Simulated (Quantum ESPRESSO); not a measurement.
## One base run on BaAlSn (P-6m2, 3 atoms in the cell) and variants with one or two settings moved

Space group P-6m2 (No. 187); a = 4.696 Å, b = 4.696 Å, c = 5.177 Å, α = 90.00°, β = 90.00°, γ = 120.00°

```
atom  site  symmetry       x       y       z
----  ----  --------  ------  ------  ------
Ba      1e      -6m2  0.6667  0.3333  0.0000
Al      1b      -6m2  0.0000  0.0000  0.5000
Sn      1d      -6m2  0.3333  0.6667  0.5000
```

Base run A: LDA (PZ), GBRV 1.5 ultrasoft (LDA) pseudopotentials run with Quantum ESPRESSO, self-consistent single point.

Its settings: ecutwfc = 40 Ry; ecutrho = 200 Ry; occupations = smearing; smearing = marzari-vanderbilt; degauss = 0.0099958 Ry; potentials = {Ba: ba_lda_v1.uspp.F.UPF, Al: al_lda_v1.uspp.F.UPF, Sn: sn_lda_v1.4.uspp.F.UPF}; K_POINTS = automatic 11 11 9 0 0 0; conv_thr = 1e-09 Ry.

The starting cell comes from a database of computed structures (which also holds hypothetical and non-ambient phases and stackings), without a prior relaxation at this level. In the base run, with a pressure of about -3 GPa the cell is away from its equilibrium volume at this level.

ΔF is the free energy per atom less that of run A. A dash stands where there is no value to compare (another energy zero or no entropy term, no result, no spin, no clean gap, or a mesh too coarse for one). Absolute energies have different zeros for different potentials, functionals, Hubbard and dispersion terms and are not compared across them.

Run A gave: pressure (GPa) -3.27; k-points 80; valence electrons 27.

Runs:
- B: conv_thr: 1e-09 Ry → 7.3e-05 Ry
- C: ecutrho: 200 Ry → 160 Ry
- D: K_POINTS: automatic 11 11 9 0 0 0 → automatic 7 7 5 0 0 0
- E: lattice scaled by 1.015; ecutwfc: 40 Ry → 24 Ry; ecutrho: 200 Ry → 120 Ry
- F: nbnd: default → 15
- G: smearing: marzari-vanderbilt → gaussian; degauss: 0.0099958 Ry → 0.0073499 Ry
- H: 2 x 2 x 2 supercell at the zone centre alone; K_POINTS: automatic 11 11 9 0 0 0 → automatic 1 1 1 0 0 0
- I: nosym: default → true
- J: mixing_beta: default → 0.2
- K: ecutwfc: 40 Ry → 55 Ry; ecutrho: 200 Ry → 330 Ry; pseudopotentials: {Ba: ba_lda_v1.uspp.F.UPF, Al: al_lda_v1.uspp.F.UPF, Sn: sn_lda_v1.4.uspp.F.UPF} → {Ba: Ba.pz-spn-kjpaw_psl.1.0.0.UPF, Al: Al.pz-n-kjpaw_psl.1.0.0.UPF, Sn: Sn.pz-dn-kjpaw_psl.1.0.0.UPF}

Q: What does run B change against A?

A: The free energy is nearly the same (within 1 meV/atom) and the pressure goes from -3.27 to -3.82 GPa.

Q: What does run D change against A?

A: The free energy falls by 2.6 meV/atom and the pressure goes from -3.27 to -3.12 GPa.

```
run  ΔF (meV/atom)  pressure (GPa)  k-points  valence electrons
---  -------------  --------------  --------  -----------------
A             0.00           -3.27        80                 27
B             0.03           -3.82        80                 27
C            -0.05           -3.27        80                 27
D             -2.6           -3.12        24                 27
E            575.7          -11.57        80                 27
F             0.00           -3.25        80                 27
G            -1.38           -3.27        80                 27
H            300.1           -3.99         1                216
I             0.00           -3.27       545                 27
J             0.00           -3.24        80                 27
K                –           -3.61        80                 27
```
